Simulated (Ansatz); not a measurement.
Start from CdS in the wurtzite structure (space group P6_3mc, No. 186; a = 4.1235 Å, c = 6.7111 Å). Axes: x lies along a and z along c of the hexagonal cell.

Calculations: PBEsol (Ansatz, a quantum-chemistry and plane-wave program), scalar-relativistic without spin-orbit coupling.

For the base:

| Quantity | Value |
|---|---|
| Valence-band top at Γ | 0.00, 0.00, -0.05 eV |
| Pressure | 0.00 GPa |
| Electron mass | 0.11 mₑ along c, 0.12 mₑ across (at Γ) |

Perturbation: uniaxial strain ε_yy = −1.19 %, all other strain components held at zero, atoms relaxed at fixed cell.

Q: What does the calculation give for the valence-band top at Γ after the change?

A: The valence-band top at Γ (three highest levels, from the VBM) goes from 0.00, 0.00, -0.05 eV to 0.00, -0.04, -0.09 eV.

Q: Predict the new energy relative to the base.

A: The energy increases by 1.0 meV/atom.

Q: What does the calculation give for the pressure after the change?

A: The pressure (mean of the normal stresses, compression positive) goes from zero to 0.74 GPa.

Q: What does the calculation give for the electron mass after the change?

A: The electron mass becomes 0.11 mₑ along z, 0.12 mₑ across (at Γ) (base: 0.11 mₑ along c, 0.12 mₑ across (at Γ)).

The levels and masses belong to the bands next to the band gap. Effective masses come from finite differences of ±0.01 Å⁻¹. Stability against distortions was not tested.
